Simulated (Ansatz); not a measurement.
How the lattice parameter c of GaSb (model structure, started from the WC type, P-6m2, No. 187, 2 atoms in the cell) moves with the method

No measured value is used here.

**Question.** Put these levels in order of the lattice parameter c that they give for GaSb (model structure, started from the WC type, P-6m2, No. 187, 2 atoms in the cell), smallest first: PBE (Ansatz, a quantum-chemistry and plane-wave program), PBE-D3(BJ) (Ansatz), r²SCAN (Ansatz).

**Answer.** r²SCAN (3.522 Å), PBE (3.549 Å), PBE-D3(BJ) (3.647 Å)

Ansatz's density-functional and Hartree–Fock values are scalar-relativistic unless marked +SOC, with PAW data made under PBE.

A model structure was made by putting elements into a prototype or built by hand; it is no filed structure, need not be a known phase, and can be a saddle point held by its symmetry.
